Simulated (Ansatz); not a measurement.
## K3P, pressure series

The reference is K3P (space group P6_3/mmc, No. 194; a model cell).

```
K3P
1.0
    5.67370     0.00000     0.00000
   -2.83685     4.91357     0.00000
    0.00000     0.00000    10.03602
K P
6 2
Cartesian
  0.00000   0.00000   2.50900
  0.00000   0.00000   7.52701
  0.00000   3.27571   9.22313
  2.83685   1.63786   4.20513
  2.83685   1.63786   0.81288
  0.00000   3.27571   5.83089
  0.00000   3.27571   2.50900
  2.83685   1.63786   7.52701
```

Cell and atoms are relaxed at each pressure.

Method: r2SCAN, PAW, 500 eV (Ansatz, a program for electronic structure; no SOC).

```csv
variant,smallest direct gap,c/a ratio,electron mass,volume per atom
base,0.71 eV,1.769,"0.15 mₑ along c, 0.20 mₑ across (at Γ)",34.97 Å³
pressure −2 GPa,0.34 eV,1.762,"0.098 mₑ along c, 0.13 mₑ across (at Γ)",42.26 Å³
pressure −1 GPa,0.56 eV,1.770,"0.13 mₑ along c, 0.18 mₑ across (at Γ)",37.67 Å³
pressure 0.3 GPa,0.74 eV,1.766,"0.15 mₑ along c, 0.21 mₑ across (at Γ)",34.34 Å³
pressure 0.7 GPa,0.78 eV,1.766,"0.16 mₑ along c, 0.22 mₑ across (at Γ)",33.59 Å³
pressure 1.5 GPa,0.86 eV,1.763,"0.17 mₑ along c, 0.23 mₑ across (at Γ)",32.30 Å³
pressure 3 GPa,0.97 eV,1.759,"0.18 mₑ along c, 0.25 mₑ across (at Γ)",30.40 Å³
pressure 5 GPa,1.10 eV,1.754,"0.20 mₑ along c, 0.28 mₑ across (at Γ)",28.51 Å³
pressure 7.5 GPa,1.21 eV,1.750,"0.22 mₑ along c, 0.30 mₑ across (at Γ)",26.75 Å³
pressure 10 GPa,1.30 eV,1.748,"0.23 mₑ along c, 0.32 mₑ across (at Γ)",25.39 Å³
```

Load acts through the strain it causes; cell and atoms are relaxed under it. Masses are band curvatures over ±0.01 Å⁻¹ around the edge. Stability against distortions was not tested. Competing high-pressure phases were not computed.
